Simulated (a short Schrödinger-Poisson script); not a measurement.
# MOS inversion layer, Si3N4 on p-type Si(100)

Structure: MOS inversion layer, Si3N4 on p-type Si(100), at 300 K.

| layer | material | thickness (nm) | Na (cm⁻³) |
|---|---|---|---|
| 1 | Si3N4 | 3.2 | - |
| 2 | Si | 300 | 1e18 |

The device is made up for the run: typed textbook-type constants, with dimensions and the other settings drawn at random. Si3N4: permittivity 7.5, conduction-band edge (eV) 1.95, gap (eV) 5.1, electron mass (mₑ) 0.5. Si: permittivity 11.7, conduction-band edge (eV) 0, gap (eV) 1.124, Nv at 300 K (cm⁻³) 3.1e19.

Channel valleys (confinement mass, in-plane density-of-states mass, number): Δ2 0.916, 0.19, 2; Δ4 0.19, 0.417, 4. At the gate the conduction-band edge of layer 1 lies 2.07 eV − eVg above the Fermi level of the channel; the field vanishes at the back. Gaps are held at their typed values at every temperature. Mesh 0.03 nm at interfaces.

From a short Schrödinger-Poisson script (our own, NumPy): 1D Poisson equation in equilibrium, electrons quantum, Hartree (BenDaniel-Duke, 12 states a valley, the channel's in-plane mass for all, wave functions ending at the dielectric), parabolic valleys, classical holes, full ionisation, no traps, pinning or gate leakage.

| Vg (V) | electrons (cm⁻²) | C (μF/cm²) | Δ2 E0 (meV) | Δ2 E1 (meV) | Δ4 E0 (meV) | Δ4 E1 (meV) |
|---|---|---|---|---|---|---|
| 0.2 | 9.52e7 | 0.274 | 283.0 | 361.9 | 355.8 | 484.0 |
| 0.25 | 4.68e8 | 0.270 | 241.4 | 321.9 | 315.7 | 446.4 |
| 0.3 | 2.31e9 | 0.272 | 199.8 | 281.8 | 275.4 | 408.7 |
| 0.35 | 1.13e10 | 0.305 | 158.6 | 242.0 | 235.5 | 371.2 |
| 0.4 | 5.03e10 | 0.444 | 119.6 | 204.3 | 197.8 | 335.8 |
| 0.45 | 1.74e11 | 0.746 | 87.0 | 173.2 | 166.6 | 306.6 |
| 0.5 | 4.15e11 | 1.05 | 63.6 | 151.5 | 144.9 | 286.5 |
| 0.55 | 7.49e11 | 1.24 | 47.3 | 136.9 | 130.4 | 273.2 |
| 0.6 | 1.14e12 | 1.36 | 35.3 | 126.5 | 120.2 | 264.0 |
| 0.65 | 1.56e12 | 1.43 | 25.8 | 118.8 | 112.6 | 257.3 |
| 0.7 | 2.01e12 | 1.48 | 18.0 | 112.6 | 106.6 | 252.1 |
| 0.75 | 2.47e12 | 1.52 | 11.2 | 107.6 | 101.7 | 248.0 |
| 0.8 | 2.94e12 | 1.55 | 5.2 | 103.3 | 97.5 | 244.5 |
| 0.85 | 3.42e12 | 1.57 | -0.2 | 99.5 | 93.9 | 241.6 |
| 0.9 | 3.91e12 | 1.59 | -5.2 | 96.2 | 90.7 | 239.0 |
| 0.95 | 4.41e12 | 1.60 | -9.8 | 93.2 | 87.8 | 236.8 |
| 1 | 4.91e12 | 1.62 | -14.2 | 90.5 | 85.2 | 234.8 |
| 1.05 | 5.41e12 | 1.63 | -18.3 | 87.9 | 82.8 | 232.9 |
| 1.1 | 5.92e12 | 1.64 | -22.2 | 85.6 | 80.6 | 231.3 |
| 1.15 | 6.43e12 | 1.64 | -26.0 | 83.4 | 78.5 | 229.7 |
| 1.2 | 6.94e12 | 1.65 | -29.7 | 81.3 | 76.5 | 228.3 |

Subbands count from the Fermi level.
